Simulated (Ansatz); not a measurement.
System: BAs (model structure, started from the GeS type, Pnma, No. 62, 8 atoms in the cell). Method: r²SCAN+SOC (Ansatz, a quantum-chemistry and plane-wave program, plane waves, PAW).

Numerical settings: plane-wave cutoff 560 eV, 10×16×10 k mesh (along the axes of the cell as run), Fermi–Dirac smearing 0.05 eV, PAW data made under PBE.

Cell (relaxed with PBE-D3(BJ)):

```xyz
8
Lattice="6.5409 0.0000 0.0000 0.0000 3.4126 0.0000 0.0000 0.0000 5.6821" Properties=species:S:1:pos:R:3 pbc="T T T"
B      1.0528     0.8531     2.2808
B      2.2176     2.5594     5.1219
B      5.4881     2.5594     3.4013
B      4.3232     0.8531     0.5602
As     5.4650     0.8531     2.2256
As     4.3463     2.5594    -0.6154
As     1.0759     2.5594     3.4565
As     2.1945     0.8531     6.2975
```

Q: Estimate the band gap that the calculation returns.

A: 
* **band gap**: 0.53 eV (on the SCF k mesh)

Note: the relaxation could raise the start's symmetry but not lower it, so the cell can be a saddle point; cell and atoms aren't relaxed at this level (pressure 1.0 GPa).

The result took around 40 core-minutes (rough).

A model structure was made by putting elements into a prototype or built by hand; it is no filed structure, need not be a known phase, and can be a saddle point held by its symmetry.
